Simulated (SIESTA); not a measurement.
Band structure of MnN (F-43m, 2 atoms in the cell).

```
MnN
1.0
    0.00000     2.11547     2.11547
    2.11547     0.00000     2.11547
    2.11547     2.11547     0.00000
Mn N
1 1
Direct
  0.00000   0.00000   0.00000
  0.25000   0.25000   0.25000
```

Method of the run: SIESTA with GGA PBEsol, numerical atomic orbitals DZP, PseudoDojo PBEsol standard norm-conserving potentials (rewritten from UPF to PSML).

Settings: XC.functional = GGA; XC.authors = PBEsol; potentials = PseudoDojo PBEsol standard; PAO.BasisSize = DZP; PAO.EnergyShift = 0.01 Ry; MeshCutoff = 350 Ry; kgrid.MonkhorstPack = 9 9 9; OccupationFunction = FD; ElectronicTemperature = 0.1 eV; MaxSCFIterations = 150; SCF.Mixer.Method = Pulay; SCF.Mixer.Weight = 0.25; SCF.Mixer.History = 8; SCF.DM.Tolerance = 1.0E-04.

The starting cell comes from a database of computed structures (which also holds hypothetical and non-ambient phases and stackings), without a prior relaxation at this level. Spin polarisation is off, so a magnetic state, if there is one, cannot be reached. Values carry the incompleteness of an atom-centred basis.

Levels in eV from the Fermi level, bands 7 to 12:
| point | 7 | 8 | 9 | 10 | 11 | 12 |
|---|---|---|---|---|---|---|
| Γ | -5.97 | -5.97 | -0.68 | -0.68 | 3.89 | 4.66 |
| X | -4.26 | -4.26 | -2.11 | 0.04 | 0.91 | 0.91 |
| W | -5.21 | -4.23 | -2.35 | -0.86 | 0.31 | 1.12 |
| K | -4.85 | -4.61 | -2.23 | -0.45 | 0.32 | 1.60 |
| L | -5.41 | -5.41 | -0.35 | -0.35 | 0.03 | 2.95 |
| U | -4.85 | -4.61 | -2.23 | -0.45 | 0.32 | 1.60 |

Bands cross the Fermi level along this path, so the cell is metallic at this level.

Higher empty bands are left out: an atom-centred basis made for the valence describes them poorly.
